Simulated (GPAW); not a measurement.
GPAW run on LiF (Fm-3m, 2 atoms in the cell): self-consistent single point.

Computed with PBE, GPAW PAW datasets PBE (gpaw-data 1.0.1) (plane waves; GPAW 25.7.0).

The change in words: lattice scaled by 0.98. Reference geometry:
```xyz
2
Lattice="0.0000 2.0180 2.0180 2.0180 0.0000 2.0180 2.0180 2.0180 0.0000" Properties=species:S:1:pos:R:3 pbc="T T T"
Li     0.0000     0.0000     0.0000
F      2.0180     2.0180     2.0180
```

Reference input (self-consistent single point, DFT PBE, plane waves, GPAW PAW datasets PBE (gpaw-data 1.0.1)): mode = pw; ecut = 950 eV; xc = PBE; kpts = 9 9 9; mesh shift (steps) = 0 0 0; occupations.name = fixed-uniform; nbands = -4; convergence.density = 1e-05 e/electron; convergence.bands = -2; symmetry.symmorphic = false; symmetry.tolerance = 0.0005; maxiter = 120. This run's input differs from it in these lines:

```diff
@@ -5,5 +5,5 @@
 atoms = Atoms(['Li', 'F'],
-              cell=[[0.000000, 2.018031, 2.018031],
-                    [2.018031, 0.000000, 2.018031],
-                    [2.018031, 2.018031, 0.000000]],
+              cell=[[0.000000, 1.977670, 1.977670],
+                    [1.977670, 0.000000, 1.977670],
+                    [1.977670, 1.977670, 0.000000]],
               scaled_positions=[[0.000000, 0.000000, 0.000000],
```

Output (repeated stretches shortened):

```
     iter     time        total  log10-change:
                         energy   eigst   dens
iter:   1 --:--:--    -9.771339   +1.13
iter:   2 --:--:--    -9.715306   +0.38  -1.14
iter:   3 --:--:--    -9.552588   -0.09  -1.18
iter:   4 --:--:--    -9.572318   -0.64  -1.39
iter:   5 --:--:--    -9.561553   -1.54  -1.70
iter:   6 --:--:--    -9.561727   -2.23  -2.74
iter:   7 --:--:--    -9.561772c  -3.25  -2.55
iter:   8 --:--:--    -9.561365c  -3.25  -2.68
iter:   9 --:--:--    -9.561365c  -4.70  -3.96
iter:  10 --:--:--    -9.561365c  -5.39  -4.05
iter:  11 --:--:--    -9.561365c  -6.02  -4.09
   [... 7 lines left out ...]
   [... lines left out ...]
iter:  21 --:--:--    -9.561365c  -2.51  -4.75
iter:  22 --:--:--    -9.561365c  -2.86  -4.98
iter:  23 --:--:--    -9.561365c  -3.42  -5.33c
iter:  24 --:--:--    -9.561365c  -4.13  -5.32c
iter:  25 --:--:--    -9.561365c  -4.75  -5.14c
iter:  26 --:--:--    -9.561365c  -5.35  -5.46c
iter:  27 --:--:--    -9.561365c  -5.70  -5.51c
   [... 10 lines left out ...]
iter:  38 --:--:--    -9.561365c  -5.12  -6.61c
iter:  39 --:--:--    -9.561365c  -1.87  -6.69c
iter:  40 --:--:--    -9.561365c  -3.81  -6.77c
iter:  41 --:--:--    -9.561365c  -5.71  -6.79c
iter:  42 --:--:--    -9.561365c  -7.48c -7.13c
Converged after 42 iterations.

Dipole moment: (-0.000000, 0.000000, 0.000000) |e|*Ang

Energy contributions relative to reference atoms: (reference = -2916.868605)

Kinetic:        +12.757680
Potential:      -12.008435
External:        +0.000000
XC:             -10.328337
Entropy (-ST):   +0.000000
Local:           +0.017727
SIC:             +0.000000
--------------------------
Free energy:     -9.561365
Extrapolated:    -9.561365

Showing only first 2 kpts
 Kpt  Band  Eigenvalues  Occupancy
  0     2     -0.31213    2.00000
  0     3     -0.31213    2.00000
  0     4      9.26399    0.00000
  0     5     24.65172    0.00000

  1     2     -0.44464    2.00000
  1     3     -0.44464    2.00000
  1     4      9.77254    0.00000
  1     5     22.41544    0.00000

Fermi level: 4.47593

Gap: 9.576 eV
Transition (v -> c):
  (s=0, k=0, n=3, [0.00, 0.00, 0.00]) -> (s=0, k=0, n=4, [0.00, 0.00, 0.00])
No difference between direct/indirect transitions
Energy (eV): -9.561365

Forces in eV/Ang:
  0 Li    0.00000    0.00000    0.00000
  1 F     0.00000    0.00000    0.00000

Stress tensor:
    -0.046038     0.000000     0.000000
     0.000000    -0.046038    -0.000000
     0.000000    -0.000000    -0.046038
Stress (GPa, Voigt): [-7.3761 -7.3761 -7.3761 -0.      0.      0.    ]
```

The run converged in 42 iterations. GPAW prints stress with tension positive. Against the reference run the free energy goes up by 18.6 meV/atom and the gap on the mesh goes from 9.021 to 9.576 eV.

At such cutoffs GPAW's stress carries a finite-basis (Pulay) error, which enters relaxed cells too; its log prints stress with tension positive.

The starting cell comes from a database of computed structures (which also holds hypothetical and non-ambient phases and stackings), without a prior relaxation at this level. Its lattice was rescaled by a random factor within 2.5 % of one. For this run, on top of that: lattice scaled by 0.98.
